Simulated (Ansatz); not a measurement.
Response to strain in TiB2

Consider TiB2 (space group P6/mmm, No. 191; a = 3.032 Å, c = 3.224 Å; relaxed with 0.1 eV smearing).

Strains are applied to the cell and any free atomic positions relax.

Level of theory: PBE (Ansatz, an electronic-structure program; PAW; 420 eV plane waves; no spin-orbit coupling).

Notes on the quantities. pressure: mean of the normal stresses, compression positive; energy relative to the base: free energy F.

```json
[
 {"change": "base", "pressure": "0.0 GPa", "energy relative to the base": "0 meV/atom", "shortest interatomic distance": "1.751 Å"},
 {"change": "isotropic strain −3.00 %", "pressure": "27.8 GPa", "energy relative to the base": "+60 meV/atom", "shortest interatomic distance": "1.698 Å"},
 {"change": "isotropic strain −2.00 %", "pressure": "(withheld)", "energy relative to the base": "(withheld)", "shortest interatomic distance": "1.716 Å"},
 {"change": "isotropic strain −1.50 %", "pressure": "12.6 GPa", "energy relative to the base": "+14 meV/atom", "shortest interatomic distance": "1.724 Å"},
 {"change": "isotropic strain −1.00 %", "pressure": "8.2 GPa", "energy relative to the base": "+6.3 meV/atom", "shortest interatomic distance": "1.733 Å"},
 {"change": "isotropic strain +0.50 %", "pressure": "-3.7 GPa", "energy relative to the base": "+1.5 meV/atom", "shortest interatomic distance": "1.759 Å"},
 {"change": "isotropic strain +1.00 %", "pressure": "-7.2 GPa", "energy relative to the base": "+5.9 meV/atom", "shortest interatomic distance": "1.768 Å"},
 {"change": "isotropic strain +2.00 %", "pressure": "-13.5 GPa", "energy relative to the base": "+23 meV/atom", "shortest interatomic distance": "1.786 Å"},
 {"change": "isotropic strain +2.50 %", "pressure": "-16.4 GPa", "energy relative to the base": "+36 meV/atom", "shortest interatomic distance": "1.795 Å"},
 {"change": "isotropic strain +3.00 %", "pressure": "-19.0 GPa", "energy relative to the base": "+51 meV/atom", "shortest interatomic distance": "1.803 Å"}
]
```

**Question.** What belongs in the blanks?

**Answer.** 
- isotropic strain −2.00 %, pressure: 17.4 GPa
- isotropic strain −2.00 %, energy relative to the base: +26 meV/atom

No phonon test of stability was made. All final runs are without spin polarisation.
